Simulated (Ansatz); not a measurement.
The parent structure is LiH in the rock salt structure (space group Fm-3m, No. 225; a = 4.004 Å). Axes: x, y, z lie along the cube axes.

The change: the symmetric strain tensor [0.0040 0.0182 0.0069; 0.0182 0.0056 0.0059; 0.0069 0.0059 -0.0001]; the atoms relax in the strained cell.

Calculations: r2SCAN (Ansatz, a quantum-chemistry and plane-wave program, PAW, no spin-orbit coupling), earlier PAW set.

Task: Give the band edges at the high-symmetry points of the new zone, measured from its valence-band maximum.

Result: 
```
point  valence edge (eV)  conduction edge (eV)
-----  -----------------  --------------------
Γ                  -5.53                 17.38
X                  -2.82                  5.27
Y                  -2.64                  5.46
Z                  -2.48                  5.63
R                  -2.47                  5.65
T                  -0.02                  3.61
U                  -0.03                  3.58
V                   0.00                  3.66
```

The gap is 3.58 eV, indirect, V → U.

Stability against distortions was not tested. Labels are those of the standard path for the cell's own space group.
